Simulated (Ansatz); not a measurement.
A user runs Ansatz (a quantum-chemistry and plane-wave program) on Na₂ZnGeP₂SO₁₂ (Cc, 38 atoms in the cell) and asks whether the run is sound. The aim is a self-consistent single point with DFT, PBEsol, plane waves, default PAW files made with PBE.

Cell that was meant: a = 8.8394 Å, b = 8.8394 Å, c = 9.0685 Å, α = 119.66°, β = 119.66°, γ = 60.27°.

Part of the input:

Ansatz 0.2 input:
```yaml
  xc: pbesol
  pseudopotentials: { kind: paw }
scf:
  occupations: { method: fermi_dirac, width: 0.68 }
output:
  forces: true
  eigenvalues: true
```

Output, abridged:

```
WARN basis.ecutwfc = 420 eV, the default
WARN ansatz: RAYON_NUM_THREADS=1 ignored (pool sized by the plan → 1); use --threads N
   [... lines left out ...]
PAW frozen core: O, regenerated for the run's functional, and the local potential with it
Initial density: superposition of atomic densities (neutral atoms: chi_scale 0, normalization atom), corrected by the library's trained network
Initial wavefunctions: pseudopotential atomic-orbital guess
Eigensolver: davidson
Functional: x = pbesol(κ = 0.804, μ = 0.12345679012345678), c = pbesol(β = 0.046)
SCF iter   1: F=—  HF=-39173.463760 eV  |F-HF|=—  |Δ(HF+E_count)|=         —  Δρ=1.69e-2  dr2=1.86e0  ethr=1.77e-3  ⟨swp⟩=8.4  Hψ=11085  notcnv=0
all-band conjugate gradients solve this SCF's bands
preconditioner: auto → LDOS
SCF iter   2: F=—  HF=-39173.335416 eV  |F-HF|=—  |Δ(HF+E_count)|=   1.28e-1  Δρ=1.64e-2  dr2=9.91e-1  ethr=7.04e-4  ⟨swp⟩=2.0  Hψ=3477  notcnv=0
   [... lines left out ...]
SCF iter   6: F=—  HF=-39173.042341 eV  |F-HF|=—  |Δ(HF+E_count)|=   3.40e-5  Δρ=7.53e-5  dr2=2.02e-5  ethr=8.22e-8  ⟨swp⟩=2.2  Hψ=3266  notcnv=0
SCF iter   7: F=—  HF=-39173.041847 eV  |F-HF|=—  |Δ(HF+E_count)|=   4.93e-4  Δρ=1.52e-5  dr2=5.80e-7  ethr=7.67e-9  ⟨swp⟩=2.6  Hψ=3998  notcnv=0
SCF iter   8: F=-39173.041847 eV  HF=-39173.041847 eV  |F-HF|=2.59e-8  |Δ(HF+E_count)|=   4.22e-8  Δρ=4.45e-6  dr2=6.18e-8  ethr=3.79e-11  ⟨swp⟩=12.6  Hψ=11652  notcnv=0
SCF 1 converged in 8 iterations: F = -39173.041847 eV  dr2 = 6.18e-8
Free energy (F): -39173.041847 eV
Internal energy: -39168.166440 eV  (E = F + TS)
E sigma→0 (E₀):  -39170.604143 eV
Entropy (-TS):   -4.875407 eV (-128.300 meV/atom)
Fermi energy:    5.136137 eV
--- Forces (eV/Å), atoms counted from 1 ---
  atom   1  Na    -0.02543082    -0.04700168     0.09798553
  atom   2  Na    -0.02543082     0.04700168     0.09798553
  atom   3  Na     0.11078884    -0.09736813    -0.07911642
  atom   4  Na     0.11078884     0.09736813    -0.07911642
  atom   5  Zn     0.01541620    -0.02258536     0.11996702
   [... 29 lines left out ...]
  atom  35  O     -0.13816564    -1.34722851     0.16098449
  atom  36  O     -0.13816564     1.34722851     0.16098449
   [... lines left out ...]
  atom  38  O      1.32554872    -0.76113845     0.25031661
--- Stress (GPa, compression-positive) ---
       -6.851585       0.000000       0.349717
        0.000000      -7.246997      -0.000000
        0.349718      -0.000000      -7.295381
  P = ⅓ Tr σ = -7.1313 GPa (-71.313 kbar)
  The stress holds the Pulay correction. Without it, at fixed plane waves, as pw.x and ABINIT print it: P = -7.7745 GPa
```

Is this run sound? If not, what is wrong?

The run is not sound. The fault is a smearing width that is far too large. A width of many tenths of an electronvolt moves electrons far across the Fermi level or the gap, and the free energy and its derivatives carry a large smearing term. To fix it, use a width small against the gap or band features. The run converged in 8 iterations without an error; against the sound input the free energy falls by 46.1 meV/atom, the pressure goes from -10.23 to -7.13 GPa and the largest force goes from 1.117 to 1.764 eV/Å.

The sound input it was made from differs as follows (other fixes are possible):
```diff
-  occupations: { method: fermi_dirac, width: 0.68 }
+  occupations: { method: fermi_dirac, width: 0.02 }
```

With that input, the run converged in 10 iterations: free energy E − TS (on the zero of these files) -39171.2891 eV; top of the valence band (on the code's own zero) 3.43 eV; gap on the k-point mesh 0.92 eV; pressure -10.23 GPa; largest force (vector length) 1.117 eV/Å (DFT, PBEsol, plane waves, default PAW files made with PBE).

On the sound input: the starting cell comes from a database of computed structures (which also holds hypothetical and non-ambient phases and stackings), without a prior relaxation at this level. Its lattice was rescaled by a random factor within 2.5 % of one. With a pressure of about -10 GPa the cell is away from its equilibrium volume at this level. Forces in this geometry exceed 1 eV/Å. Ansatz's pressure includes its estimate of the finite-basis (Pulay) stress. Without the estimate this run gives -10.88 GPa.
